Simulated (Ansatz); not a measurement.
Given:

```yaml
crystal:
  lattice:
    - [2.88461, 0.00000, 0.00000]
    - [-1.44231, 2.49815, 0.00000]
    - [0.00000, 0.00000, 2.81267]
  atoms:
    - { symbol: W, position: [0.00000, 0.00000, 0.00000] }
    - { symbol: C, position: [0.33333, 0.66667, 0.50000] }
```

No spin polarisation.

All numbers come from Ansatz (a quantum-chemistry and plane-wave program) PBEsol, no spin-orbit coupling. Settings: 23×23×20 k-points, 0.1 eV Fermi–Dirac smearing.

**Question.** Predict the band gap, space group and pressure.

**Answer.** The band gap is zero. The space group comes out as P-6m2 (No. 187) and the pressure (mean of the normal stresses, compression positive) is 6.4 GPa.

The cells carry an imposed strain or load. Whether these cells are dynamically stable was not tested. The final runs are not spin-polarised. The cell was made from WC (space group P-6m2, No. 187) by this change: isotropic strain −0.50 %.
